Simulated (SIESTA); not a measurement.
SIESTA run on TiAl3 (Pmm2, 4 atoms in the cell): self-consistent single point.

Level of theory: LDA PW92, numerical atomic orbitals DZP, PseudoDojo LDA standard norm-conserving potentials (rewritten from UPF to PSML) (SIESTA).

The change in words: lattice scaled by 0.98. Reference geometry:
```xyz
4
Lattice="2.8397 0.0000 0.0000 0.0000 4.6813 0.0000 0.0000 0.0000 4.9007" Properties=species:S:1:pos:R:3 pbc="T T T"
Ti     0.0000     2.3406     0.8131
Al     1.4198     2.3406     3.2701
Al     1.4198     0.0000     1.6217
Al     0.0000     0.0000     4.0965
```

Reference input (self-consistent single point, DFT, LDA PW92, numerical atomic orbitals DZP, PseudoDojo LDA standard norm-conserving potentials (rewritten from UPF to PSML)): XC.functional = LDA; XC.authors = PW92; potentials = PseudoDojo LDA standard; PAO.BasisSize = DZP; PAO.EnergyShift = 0.01 Ry; MeshCutoff = 350 Ry; kgrid.MonkhorstPack = 12 7 7; OccupationFunction = FD; ElectronicTemperature = 100 meV; MaxSCFIterations = 150; SCF.Mixer.Method = Broyden; SCF.Mixer.Weight = 0.1. This run's input differs from it in these lines:

```diff
@@ -12,5 +12,5 @@
 %block LatticeVectors
-     2.839680000    0.000000000    0.000000000
-     0.000000000    4.681260000    0.000000000
-     0.000000000    0.000000000    4.900740000
+     2.782886000    0.000000000    0.000000000
+     0.000000000    4.587635000    0.000000000
+     0.000000000    0.000000000    4.802725000
 %endblock LatticeVectors
```

The program printed (abridged):

```
        iscf     Eharris(eV)        E_KS(eV)     FreeEng(eV)     dDmax    Ef(eV) dHmax(eV)
   scf:    1    -1784.973841    -1805.980830    -1806.056640  1.680447 -5.223223  8.684028
   scf:    2    -1808.225233    -1807.373008    -1807.450796  0.100241 -5.461929  3.977162
   scf:    3    -1807.864958    -1807.707196    -1807.787379  0.055452 -5.621189  1.101209
   scf:    4    -1807.938792    -1807.864348    -1807.952143  0.105149 -5.687491  0.656561
   scf:    5    -1807.757281    -1807.841830    -1807.930912  0.028440 -5.777822  0.997622
   [... 9 lines left out ...]
   scf:   15    -1807.877642    -1807.877643    -1807.965664  0.000014 -5.727521  0.000623
   scf:   16    -1807.877642    -1807.877642    -1807.965664  0.000012 -5.727546  0.000523
   scf:   17    -1807.877641    -1807.877642    -1807.965664  0.000010 -5.727563  0.000430
   scf:   18    -1807.877640    -1807.877641    -1807.965664  0.000008 -5.727576  0.000350
SCF Convergence by DM+H criterion
max |DM_out - DM_in|         :     0.0000084947
max |H_out - H_in|      (eV) :     0.0003502627
SCF cycle converged after 18 iterations

Using DM_out to compute the final energy and forces

siesta: E_KS(eV) =            -1807.8776

siesta: E_KS - E_eggbox =     -1807.8776

siesta: Atomic forces (eV/Ang):
     1   -0.000000   -0.000000   -0.043904
     2    0.000000    0.000000   -0.006381
     3   -0.000000   -0.000000   -0.006318
     4   -0.000000   -0.000000    0.056598
   Tot   -0.000000   -0.000000   -0.000005
   Max    0.056598
   Res    0.020840    sqrt( Sum f_i^2 / 3N )
   Max    0.056598    constrained

Stress tensor Voigt[x,y,z,yz,xz,xy] (kbar):       10.92       -2.71       -4.49        0.00        0.00        0.00
(Free)E + p*V (eV/cell)    -1808.0131
   [... lines left out ...]
siesta: FreeEng =     -1807.965664
siesta: Cell volume =         61.315743 Ang**3
siesta:          -1.24024326         -2.64912891  kBar
   [... lines left out ...]
              0.092   0.156   0.173   0.184   0.198
   4  2.915   0.487   0.393  -0.048  -0.135  -0.120   0.469   0.506   0.480
              0.193   0.134   0.196   0.182   0.179

mulliken: Qtot =       21.000

Mulliken Atomic Populations:
Atom #   charge [q] valence [e]  Species
     1     0.262416   11.737584  Ti
     2    -0.218779    3.218779  Al
     3    -0.128434    3.128434  Al
     4     0.084797    2.915203  Al
 Total    -0.000000
```

The run converged in 18 iterations. Against the reference run the free energy falls by 18.8 meV/atom, the pressure goes from -5.85 to -0.12 GPa and the largest force goes from 0.091 to 0.057 eV/Å.

The starting cell comes from a database of computed structures (which also holds hypothetical and non-ambient phases and stackings), without a prior relaxation at this level. For this run, on top of that: lattice scaled by 0.98. Spin polarisation is off. Values carry the incompleteness of an atom-centred basis.

Cost on one core of a shared machine: roughly 2 min.
